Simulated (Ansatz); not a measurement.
A self-consistent single point of a (001) slab of SrIn2 (cut from a parent of space group no. 194; 6 atoms in the cell) with Ansatz (a first-principles code).

Method of the run: LDA (PW92), PAW files made with PBE (plane waves; Ansatz).

```
In2Sr
1.0
    5.06967     0.00000     0.00000
   -2.53484     4.39046     0.00000
    0.00000     0.00000    21.39719
Sr In
2 4
Cartesian
  0.00000   0.00000  12.73759
  0.00000   0.00000   8.65970
  0.00000   2.92698  14.39718
  2.53484   1.46349   7.00000
  2.53484   1.46349  10.31931
  0.00000   2.92698  11.07799
```

Reference input (self-consistent single point, DFT, LDA (PW92), plane waves, PAW files made with PBE): basis.ecutwfc = 30.9 Ry; kpoints.mp_grid.grid = 7 7 1; hamiltonian.xc = lda; hamiltonian.pseudopotentials = {kind: paw} (the program's default PAW files); scf.occupations.method = gaussian; scf.occupations.width = 0.0073 Ry. This run's input differs from it in these lines:

Ansatz 0.2 input:
```diff
@@ -13,3 +13,3 @@
 basis:
-  ecutwfc: 30.9 Ry
+  ecutwfc: 18.4 Ry
 kpoints:
```

Output (repeated stretches shortened):

```
SCF iter   1: F=—  HF=-28715.640893 eV  |F-HF|=—  |Δ(HF+E_count)|=         —  Δρ=1.47e-2  dr2=6.00e0  ethr=3.10e-3  ⟨swp⟩=13.1  Hψ=2010  notcnv=0
all-band conjugate gradients solve this SCF's bands
preconditioner: auto → LDOS
SCF iter   2: F=—  HF=-28715.019800 eV  |F-HF|=—  |Δ(HF+E_count)|=   6.21e-1  Δρ=1.38e-2  dr2=1.27e0  ethr=3.10e-3  ⟨swp⟩=3.0  Hψ=732  notcnv=0  defer=13
   [... lines left out ...]
SCF iter   7: F=—  HF=-28714.586544 eV  |F-HF|=—  |Δ(HF+E_count)|=   1.37e-5  Δρ=4.06e-5  dr2=1.34e-5  ethr=2.38e-7  ⟨swp⟩=2.0  Hψ=562  notcnv=0  defer=11
SCF iter   8: F=—  HF=-28714.586594 eV  |F-HF|=—  |Δ(HF+E_count)|=   5.01e-5  Δρ=1.37e-5  dr2=1.59e-6  ethr=1.86e-8  ⟨swp⟩=2.0  Hψ=601  notcnv=0  defer=14
SCF iter   9: F=—  HF=-28714.586593 eV  |F-HF|=—  |Δ(HF+E_count)|=   1.71e-7  Δρ=4.41e-6  dr2=1.40e-7  ethr=2.20e-9  ⟨swp⟩=2.0  Hψ=610  notcnv=0  defer=14
SCF iter  10: F=-28714.586593 eV  HF=-28714.586593 eV  |F-HF|=5.60e-9  |Δ(HF+E_count)|=   4.07e-9  Δρ=1.33e-6  dr2=1.53e-8  ethr=1.39e-10  ⟨swp⟩=15.0  Hψ=1759  notcnv=0
SCF 1 converged in 10 iterations: F = -28714.586593 eV  dr2 = 1.53e-8
Free energy (F): -28714.586593 eV
Internal energy: -28714.558091 eV  (E = F + TS)
E sigma→0 (E₀):  -28714.572342 eV
Entropy (-TS):   -0.028503 eV (-4.750 meV/atom)
Fermi energy:    0.832942 eV
--- Forces (eV/Å), atoms counted from 1 ---
  atom   1  Sr     0.00000000    -0.00000000    -0.12423917
  atom   2  Sr    -0.00000000     0.00000000     0.12423917
  atom   3  In    -0.00000000     0.00000000    -0.17977001
  atom   4  In     0.00000000    -0.00000000     0.17977001
  atom   5  In    -0.00000000     0.00000000    -0.03234993
  atom   6  In     0.00000000    -0.00000000     0.03234993
--- Stress (GPa, compression-positive) ---
       -1.340009       0.000000      -0.000000
       -0.000000      -1.340009       0.000000
       -0.000000       0.000000      -0.610304
  P = ⅓ Tr σ = -1.0968 GPa (-10.968 kbar)
  The stress holds the Pulay correction. Without it, at fixed plane waves, as pw.x and ABINIT print it: P = -7.2406 GPa
```

The run converged in 10 iterations. Against the reference run the free energy rises by 380 meV/atom and the largest force hardly changes (0.175 to 0.180 eV/Å).

The starting cell comes from a database of computed structures (which also holds hypothetical and non-ambient phases and stackings), without a prior relaxation at this level. The slab is cut from that crystal, and its faces are unrelaxed. Its lattice was rescaled by up to half a per cent. The cutoff lies below the one recommended for these files.
